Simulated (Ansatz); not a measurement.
A user runs Ansatz (a quantum-chemistry and plane-wave program) on TiPO₄ (Cmcm, 12 atoms in the cell) and asks whether the run is sound. The aim is a self-consistent single point with DFT, LDA (PW92), plane waves, default PAW files made with PBE.

Cell that was meant: a = 4.8264 Å, b = 4.8264 Å, c = 6.4349 Å, α = 90.00°, β = 90.00°, γ = 112.37°.

Part of the input:

Ansatz 0.2 input:
```yaml
    - { symbol: O, position: [0.243000, 0.757000, 0.949100] }
    - { symbol: O, position: [0.757000, 0.243000, 0.449100] }
basis:
  ecutwfc: 105.0
kpoints:
  mp_grid:
    grid: [6, 6, 4]
[...]
scf:
  occupations:
    method: methfessel_paxton
    width: 0.136
output:
  forces: true
  eigenvalues: true
```

Output (repeated stretches shortened):

```
   [... lines left out ...]
PAW frozen core: Ti, regenerated for the run's functional, and the local potential with it
Initial density: superposition of atomic densities (neutral atoms: chi_scale 0, normalization atom), corrected by the library's trained network
Initial wavefunctions: pseudopotential atomic-orbital guess
Eigensolver: davidson
Functional: x = slater, c = lda
SCF iter   1: F=—  HF=-10438.184461 eV  |F-HF|=—  |Δ(HF+E_count)|=         —  Δρ=5.69e-1  dr2=2.71e2  ethr=1.77e-3  ⟨swp⟩=7.2  Hψ=5971  notcnv=0
all-band conjugate gradients solve this SCF's bands
preconditioner: auto → LDOS
SCF iter   2: F=—  HF=-10297.131546 eV  |F-HF|=—  |Δ(HF+E_count)|=    1.41e2  S|Δr|=    0.00e0  Δρ=1.95e-1  dr2=5.38e1  ethr=1.77e-3  ⟨swp⟩=5.5  Hψ=5606  notcnv=0  defer=61
   [... lines left out ...]
SCF iter   8: F=—  HF=-10272.247666 eV  |F-HF|=—  |Δ(HF+E_count)|=   1.61e-5  S|Δr|=    0.00e0  Δρ=6.11e-5  dr2=1.05e-5  ethr=1.46e-7  ⟨swp⟩=2.3  Hψ=1727  notcnv=0  defer=56
SCF iter   9: F=—  HF=-10272.247664 eV  |F-HF|=—  |Δ(HF+E_count)|=   2.07e-6  S|Δr|=    0.00e0  Δρ=1.67e-5  dr2=6.14e-7  ethr=1.28e-8  ⟨swp⟩=2.2  Hψ=1749  notcnv=0  defer=56
SCF iter  10: F=-10272.247664 eV  HF=-10272.247664 eV  |F-HF|=4.04e-9  |Δ(HF+E_count)|=   1.29e-9  S|Δr|=    0.00e0  Δρ=4.18e-6  dr2=4.11e-8  ethr=1.22e-10  ⟨swp⟩=14.5  Hψ=5956  notcnv=0
SCF 1 converged in 10 iterations: F = -10272.247664 eV  dr2 = 4.11e-8
Stability not checked (fill_not_monotonic)
Free energy (F): -10272.247664 eV
Internal energy: -10272.250663 eV  (E = F + TS)
E sigma→0 (E₀):  -10272.248414 eV
Entropy (-TS):   0.002999 eV (0.250 meV/atom)
Fermi energy:    11.335105 eV
--- Forces (eV/Å), atoms counted from 1 ---
  atom   1  O      1.26651907     2.32903748     0.00000000
  atom   2  O     -1.26651907    -2.32903748     0.00000000
  atom   3  O      1.26651907    -2.32903748     0.00000000
   [... lines left out ...]
  atom  12  O      0.00000000    -4.20006558     4.29951991
--- Stress (GPa, compression-positive) ---
       -5.626402       0.000000       0.000000
        0.000000     -34.681131       0.000000
        0.000000       0.000000     -21.767823
  P = ⅓ Tr σ = -20.6918 GPa (-206.918 kbar)
  The stress holds the Pulay correction. Without it, at fixed plane waves, as pw.x and ABINIT print it: P = -822.7240 GPa
```

### Question
Is anything amiss in this input, and did it matter?

### Answer
The run is not sound. The fault is a basis or grid far too coarse for these potentials. Far below the cutoff that the potentials were made for, the basis cannot represent the orbitals near the nuclei, and energies, forces and above all the stress go wrong. To fix it, restore the cutoff that the potentials need and check convergence. The run converged in 10 iterations without an error; against the sound input the free energy rises by 44.4 eV/atom, the pressure goes from -13.67 to -20.69 GPa and the largest force goes from 0.666 to 6.011 eV/Å. At a fixed set of plane waves, without the program's Pulay estimate, the pressure is -822.72 GPa against -14.61 GPa.

An input that runs soundly differs in these lines (not the only fix; some lines may just follow from the change or write a value another way):
```diff
-  ecutwfc: 105.0
+  ecutwfc: 30.9 Ry
-    width: 0.136
+    width: 0.01 Ry
```

With that input, the run converged in 9 iterations: free energy E − TS (on the zero of these files) -10804.9564 eV; Fermi level (on the code's own zero) 8.74 eV; pressure -13.67 GPa; largest force (vector length) 0.666 eV/Å (DFT, LDA (PW92), plane waves, default PAW files made with PBE).

On the sound input: the starting cell comes from a database of published, mostly measured structures (it also holds non-ambient and calculated ones), without a prior relaxation at this level. Its lattice was rescaled by a random factor within 2.5 % of one. Spin polarisation is off, so a magnetic state, if there is one, cannot be reached. With a pressure of about -14 GPa the cell is away from its equilibrium volume at this level. Ansatz's pressure includes its estimate of the finite-basis (Pulay) stress. Without the estimate this run gives -14.61 GPa.
